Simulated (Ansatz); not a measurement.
**A computed series for BaTiO3: pressure series**

The reference is BaTiO3 in the cubic perovskite structure (space group Pm-3m, No. 221; a = 3.994 Å).

Cell and atoms are relaxed at each pressure.

Method: r2SCAN (Ansatz, a program for electronic structure, PAW, no spin-orbit coupling).

Computed cases, in order: pressure −2 GPa; pressure −1 GPa; 0 GPa (base); pressure 3 GPa; pressure 7 GPa; pressure 15 GPa; pressure 30 GPa; pressure 50 GPa; pressure 75 GPa; pressure 100 GPa.

### Question
Between which two neighbouring cases does the gap turn between direct and indirect?

### Answer
Between pressure 15 GPa (2.35 eV, indirect, R → Γ) and pressure 30 GPa (2.41 eV, direct at Γ). The whole series: pressure −2 GPa: 2.14 eV, indirect, R → Γ; pressure −1 GPa: 2.16 eV, indirect, R → Γ; 0 GPa (base): 2.17 eV, indirect, R → Γ; pressure 3 GPa: 2.21 eV, indirect, R → Γ; pressure 7 GPa: 2.26 eV, indirect, R → Γ; pressure 15 GPa: 2.35 eV, indirect, R → Γ; pressure 30 GPa: 2.41 eV, direct at Γ; pressure 50 GPa: 2.44 eV, direct at Γ; pressure 75 GPa: 2.43 eV, direct at Γ; pressure 100 GPa: 2.39 eV, direct at Γ.

Load acts through the strain it causes; cell and atoms are relaxed under it. Whether these cells are dynamically stable was not tested. Competing high-pressure phases were not computed. The final runs are not spin-polarised. Many cubic perovskites are stable only at high temperature; tilts and polar distortions were not tested. This is not the structure that BaTiO3 has at room temperature and ambient pressure.
